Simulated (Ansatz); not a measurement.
System: stishovite (SiO2). Method: PBE-D3(BJ) in Ansatz (PAW).

Run with plane-wave cutoff 500 eV, 8×8×12 k mesh (along the axes of the cell as run), gaussian smearing 0.02 eV, scalar-relativistic PAW data made under PBE.

Computed at the level's own relaxed cell.

**Question.** Predict the equilibrium volume per atom, lattice parameter a, lattice parameter c and band gap.

**Answer.** 
- equilibrium volume per atom: 7.90 Å³/atom
- lattice parameter a: 4.204 Å
- lattice parameter c: 2.682 Å
- band gap: 5.30 eV (on the SCF k mesh)

Measured, for comparison: lattice constant a 4.179 Å, lattice parameter c 2.665 Å (room temperature, not corrected to a static lattice; as tabulated in Hiroi (2015), arXiv:1503.02262). Computed (rounded) less measured: lattice constant a +0.6 %, lattice parameter c +0.6 %.

The result took very roughly 50 core-seconds.

Ansatz is a quantum-chemistry and plane-wave program.
